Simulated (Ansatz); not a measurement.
## A computed series for Al2Au: response to strain

Start from Al2Au (space group Fm-3m, No. 225; relaxed with 0.1 eV smearing).

```xyz
3
Lattice="0.0000 3.0016 3.0016 3.0016 0.0000 3.0016 3.0016 3.0016 0.0000" Properties=species:S:1:pos:R:3 pbc="T T T"
Al     1.5008     1.5008     1.5008
Al     4.5024     4.5024     4.5024
Au     0.0000     0.0000     0.0000
```

Strains are applied to the cell and any free atomic positions relax.

Computed with PBEsol (Ansatz, a first-principles code; PAW; 420 eV plane waves; no spin-orbit coupling).

Candidates:
(a) isotropic strain +3.00 %
(b) isotropic strain −1.00 %
(c) isotropic strain −2.00 %
(d) isotropic strain −1.50 %

Notes on the quantities. energy relative to the base: free energy F.

**Question.** Order them by energy relative to the base, highest first.

**Answer.** (a) isotropic strain +3.00 % (+47 meV/atom), (c) isotropic strain −2.00 % (+25 meV/atom), (d) isotropic strain −1.50 % (+14 meV/atom), (b) isotropic strain −1.00 % (+6.0 meV/atom)

Whether these cells are dynamically stable was not tested.
